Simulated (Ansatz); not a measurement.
InGaN2 (P3m1, No. 156, 4 atoms in the cell; start mp-1223660) was calculated with PBEsol (Ansatz, a program for electronic structure, plane waves, PAW).

Numerical settings: plane-wave cutoff 520 eV, 12×12×6 k mesh (along the axes of the cell as run), Fermi–Dirac smearing 0.01 eV, scalar-relativistic PAW data made under PBE.

Cell (relaxed with PBEsol):

```xyz
4
Lattice="3.3534 0.0000 0.0000 -1.6767 2.9041 0.0000 0.0000 0.0000 5.4998" Properties=species:S:1:pos:R:3 pbc="T T T"
In     0.0000     0.0000     5.4839
Ga     1.6767     0.9680     2.7275
N      1.6767     0.9680     0.8031
N      0.0000     0.0000     3.3140
```

Estimate the band gap that the calculation returns.


band gap: 0.31 eV

Spin–orbit coupling is not included.

Static lattice: no zero-point or thermal effects.

A start named mp-… is a Materials Project structure, which need not be a measured phase.
